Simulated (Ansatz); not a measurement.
Worked example: self-consistent single point of SrGaGe (P3m1, 3 atoms in the cell) in Ansatz (a first-principles code).

Level of theory: PBEsol, default PAW files made with PBE (plane waves; Ansatz).

```
CELL_PARAMETERS angstrom
      4.25660     0.00000     0.00000
     -2.12830     3.68633     0.00000
      0.00000     0.00000     4.69756
ATOMIC_POSITIONS crystal
  Sr 0.00000 0.00000 0.01064
  Ga 0.33333 0.66667 0.50000
  Ge 0.66667 0.33333 0.50000
```

Reference input (self-consistent single point, DFT, PBEsol, plane waves, default PAW files made with PBE): basis.ecutwfc = 420 eV; kpoints.mp_grid.grid = 9 9 7; hamiltonian.xc = pbesol; hamiltonian.pseudopotentials = {kind: paw} (the program's default PAW files); scf.occupations.method = gaussian; scf.occupations.width = 0.1 eV. This run's input differs from it in these lines:

Ansatz 0.2 input:
```diff
@@ -12,3 +12,3 @@
 kpoints:
-  mp_grid: { grid: [9, 9, 7] }
+  mp_grid: { grid: [21, 21, 17] }
 hamiltonian:
@@ -17,3 +17,3 @@
 scf:
-  occupations: { method: gaussian, width: 0.1 eV }
+  occupations: { method: gaussian, width: 0.3 eV }
 output:
```

The program printed (abridged):

```
SCF iter   1: F=—  HF=-11490.624727 eV  |F-HF|=—  |Δ(HF+E_count)|=         —  Δρ=3.89e-3  dr2=3.18e-2  ethr=1.77e-3  ⟨swp⟩=6.2  Hψ=82078  notcnv=0
all-band conjugate gradients solve this SCF's bands
preconditioner: auto → Kerker (q_TF=auto, 2.432 Å⁻¹)
SCF iter   2: F=—  HF=-11490.618252 eV  |F-HF|=—  |Δ(HF+E_count)|=   6.47e-3  Δρ=2.53e-3  dr2=1.74e-2  ethr=8.60e-5  ⟨swp⟩=2.0  Hψ=27991  notcnv=0
   [... lines left out ...]
SCF iter   6: F=—  HF=-11490.612834 eV  |F-HF|=—  |Δ(HF+E_count)|=   2.62e-5  Δρ=8.78e-5  dr2=1.78e-5  ethr=2.08e-7  ⟨swp⟩=2.0  Hψ=29535  notcnv=0
SCF iter   7: F=—  HF=-11490.612828 eV  |F-HF|=—  |Δ(HF+E_count)|=   6.54e-6  Δρ=3.69e-5  dr2=1.39e-6  ethr=4.80e-8  ⟨swp⟩=2.0  Hψ=29603  notcnv=0
SCF iter   8: F=—  HF=-11490.612828 eV  |F-HF|=—  |Δ(HF+E_count)|=   8.54e-8  Δρ=9.18e-6  dr2=1.12e-7  ethr=3.76e-9  ⟨swp⟩=2.3  Hψ=29675  notcnv=0
SCF iter   9: F=-11490.612828 eV  HF=-11490.612828 eV  |F-HF|=1.77e-9  |Δ(HF+E_count)|=   5.23e-9  Δρ=2.94e-6  dr2=1.03e-8  ethr=2.70e-10  ⟨swp⟩=5.2  Hψ=71549  notcnv=0
SCF 1 converged in 9 iterations: F = -11490.612828 eV  dr2 = 1.03e-8
Free energy (F): -11490.612828 eV
Internal energy: -11490.558737 eV  (E = F + TS)
E sigma→0 (E₀):  -11490.585783 eV
Entropy (-TS):   -0.054090 eV (-18.030 meV/atom)
Fermi energy:    9.173857 eV
--- Forces (eV/Å), atoms counted from 1 ---
  atom   1  Sr     0.00000000     0.00000000    -0.17583698
  atom   2  Ga    -0.00000000    -0.00000000     0.07913387
  atom   3  Ge     0.00000000     0.00000000     0.09670308
--- Stress (GPa, compression-positive) ---
       -0.277532      -0.000000       0.000000
       -0.000000      -0.277532      -0.000000
        0.000000      -0.000000      -1.297911
  P = ⅓ Tr σ = -0.6177 GPa (-6.177 kbar)
  The stress holds the Pulay correction. Without it, at fixed plane waves, as pw.x and ABINIT print it: P = -0.6381 GPa
```

The run converged in 9 iterations. Against the reference run the free energy falls by 6.0 meV/atom, the pressure moves little (-0.69 to -0.62 GPa) and the largest force hardly changes (0.180 to 0.176 eV/Å).

The starting cell comes from a database of computed structures (which also holds hypothetical and non-ambient phases and stackings), without a prior relaxation at this level. Its lattice was rescaled by up to half a per cent. One atom was moved a little off its site on purpose. Ansatz's pressure includes its estimate of the finite-basis (Pulay) stress.

Cost on one core of a shared machine: roughly 2 min.
